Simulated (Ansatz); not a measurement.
Ge (Fmmm, No. 69, 8 atoms in the cell; start mp-1079020; another form than the element's usual one) was calculated with LDA in Ansatz (PAW).

Numerical settings: plane-wave cutoff 520 eV, 12×12×10 k mesh (along the axes of the cell as run), Fermi–Dirac smearing 0.05 eV, scalar-relativistic PAW data made under PBE.

Cell (relaxed at this level):

Ge is taken in the orthorhombic space group Fmmm (No. 69), Pearson symbol oF16. Lattice parameters: a = 5.1832 Å, b = 5.6491 Å, c = 9.8136 Å, α = 90.00°, β = 90.00°, γ = 90.00°. Ge1 on 8i has 4 Ge at 2.644–2.678 Å and 4 Ge at 2.873–3.004 Å. Ge2 on 8h has 5 Ge at 2.573–2.678 Å and 3 Ge at 3.004–3.076 Å. (Neighbours: up to the widest gap in distance over summed covalent radii, below 1.35, at either atom.)
(The calculation used a cell of 8 atoms; values per cell refer to that cell.)

Q: Predict the bulk modulus B0.

A: 
- bulk modulus B0 = 80.5 GPa

The run finds no gap.

Note: the bulk modulus is −V dP/dV from two relaxed cells at ±2 % in volume; the relaxation could not lower the start's symmetry, so the cell can be a saddle point above a distorted one.

Computed values are for the static lattice.

Cost on a shared machine: around 50 core-minutes (rough).

A start named mp-… is a Materials Project structure, which need not be a measured phase.

Ansatz is a quantum-chemistry and plane-wave program.
